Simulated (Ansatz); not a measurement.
The starting structures come from a database of crystals and need not be the phases stable at ambient conditions.

 Where the default PAW files enter, the runs use the earlier of Ansatz's two default sets.

Tunnelling through a barrier is set by its complex band structure: the current falls as exp(−2κd) with the smallest κ.

Data:

```
Cs2NaScF6
1.0
    6.35894     0.00000     0.00000
    0.00000     6.35894     0.00000
    3.17947    -3.17947     4.49645
Cs Na Sc F
2 1 1 6
Direct
  0.25000   0.25000   0.50000
  0.75000   0.75000   0.50000
  0.50000   0.50000   0.00000
  0.00000   0.00000   0.00000
  0.22856   0.22856   0.00000
  0.77144   0.77144   0.00000
  0.77144   0.22856   0.00000
  0.22856   0.77144   0.00000
  0.77144   0.22856   0.45712
  0.22856   0.77144   0.54288
```

Space group of this cell: Fm-3m. The cell is taken as given; by r2SCAN its mean pressure is -2.4 GPa.

Transport runs along the normal of the first two printed cell vectors, the (001) plane of the conventional cell.

The gap is the functional's own. No spin-orbit coupling. Mid-gap values are interpolated on the energy grid.

State the band gap and the smallest decay constant κ at mid-gap according to r2SCAN (Ansatz, a quantum-chemistry and plane-wave program).

Gap 7.49 eV on a 8×8×8 mesh; κ = 0.525 1/Å, at the zone centre.
